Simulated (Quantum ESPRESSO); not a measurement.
## Quick settings and what they miss: V2InC (P6_3/mmc, 8 atoms in the cell)

Self-consistent single point.

```xyz
8
Lattice="3.0407 0.0000 0.0000 -1.5203 2.6333 0.0000 0.0000 0.0000 13.6663" Properties=species:S:1:pos:R:3 pbc="T T T"
V      0.0000     1.7555     1.0643
V      1.5203     0.8778    12.6019
V      1.5203     0.8778     7.8975
V      0.0000     1.7555     5.7688
In     0.0000     1.7555    10.2497
In     1.5203     0.8778     3.4166
C      0.0000     0.0000     0.0000
C      0.0000     0.0000     6.8331
```

Computed with LDA (PZ), GBRV 1.5 ultrasoft (LDA) pseudopotentials (plane waves; Quantum ESPRESSO).

Base settings: ecutwfc = 50 Ry; ecutrho = 400 Ry; occupations = smearing; smearing = marzari-vanderbilt; degauss = 0.0147 Ry; potentials = {V: v_lda_v1.4.uspp.F.UPF, In: in_lda_v1.4.uspp.F.UPF, C: c_lda_v1.2.uspp.F.UPF}; K_POINTS = automatic 11 11 2 0 0 0; conv_thr = 1e-10 Ry; mixing_beta = 0.5.

Tight run (finer mesh or higher cutoff; not a proven limit): ecutwfc: 50 Ry → 70 Ry; ecutrho: 400 Ry → 560 Ry; conv_thr: 1e-10 Ry → 7.3e-11 Ry; K_POINTS: automatic 11 11 2 0 0 0 → automatic 15 15 3 0 0 0. It gave Fermi level (on the code's own zero) 14.61 eV; pressure -14.75 GPa; largest force (vector length) 0.669 eV/Å.

Quick runs, as changes from the base:
- A: the base itself
- B: ecutwfc: 50 Ry → 25 Ry; ecutrho: 400 Ry → 200 Ry; smearing: marzari-vanderbilt → methfessel-paxton; K_POINTS: automatic 11 11 2 0 0 0 → automatic 4 4 4 1 1 1
- C: ecutwfc: 50 Ry → 35 Ry; ecutrho: 400 Ry → 280 Ry; K_POINTS: automatic 11 11 2 0 0 0 → automatic 8 8 8 1 1 1
- D: ecutwfc: 50 Ry → 40 Ry; ecutrho: 400 Ry → 320 Ry; smearing: marzari-vanderbilt → gaussian; degauss: 0.0147 Ry → 0.019992 Ry; K_POINTS: automatic 11 11 2 0 0 0 → automatic 2 2 2 0 0 0
- E: ecutwfc: 50 Ry → 25 Ry; ecutrho: 400 Ry → 200 Ry; degauss: 0.0147 Ry → 0.019992 Ry; K_POINTS: automatic 11 11 2 0 0 0 → automatic 2 2 2 0 0 0
- F: ecutwfc: 50 Ry → 35 Ry; ecutrho: 400 Ry → 280 Ry; K_POINTS: automatic 11 11 2 0 0 0 → automatic 4 4 4 0 0 0

Energies are extrapolated to zero smearing width, which holds to low order in the width alone (under cold and Methfessel-Paxton smearing the free energy itself is taken).

Dashes: time of E, under 30 s.

The count of work is k-points × plane waves × bands × iterations; it is no time. Core times come from one kind of shared machine and are given to one figure; runs under 30 s give none.

The starting cell comes from a database of computed structures (which also holds hypothetical and non-ambient phases and stackings), without a prior relaxation at this level. Its lattice was rescaled by a random factor within 2.5 % of one. Spin polarisation is off. In the base run, with a pressure of about -14 GPa the cell is away from its equilibrium volume at this level.

```tsv
run	energy less tight (meV/atom)	pressure less tight (GPa)	largest miss in a force vector (eV/Å)	count of work / tight	core time / tight (rough)
A	16.3	0.64	0.011	0.39	0.2
B	916.5	-72.14	0.189	0.036	0.04
C	38.8	0.19	0.000	0.55	0.4
D	-150.0	-0.22	1.045	0.027	0.04
E	781.6	-74.72	1.195	0.011	–
F	69.8	0.53	0.225	0.070	0.09
```

Among the runs at the tight run's level, the energy misses run from 16.3 to 916.5 meV/atom.
